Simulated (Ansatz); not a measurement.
## BP, element substitutions

Base system: BP in the zinc blende structure (space group F-43m, No. 216; a = 4.536 Å).

Each row replaces one element on all its sites; cell and atoms are relaxed.

Method: Kohn–Sham DFT with the r2SCAN functional, run in Ansatz (a first-principles code) with PAW and 500 eV plane waves, without spin-orbit coupling, earlier PAW set.

```
variant  band gap     density
-------  --------  ----------
base      1.41 eV  2.97 g/cm³
B → Hg       zero  7.77 g/cm³
B → In    1.02 eV  4.70 g/cm³
B → Ag       zero  5.29 g/cm³
```

Whether these cells are dynamically stable was not tested. As relaxed here, HgP and AgP are hypothetical phases, not in the database extracts checked. The final runs are not spin-polarised. An odd electron count without spin: HgP.
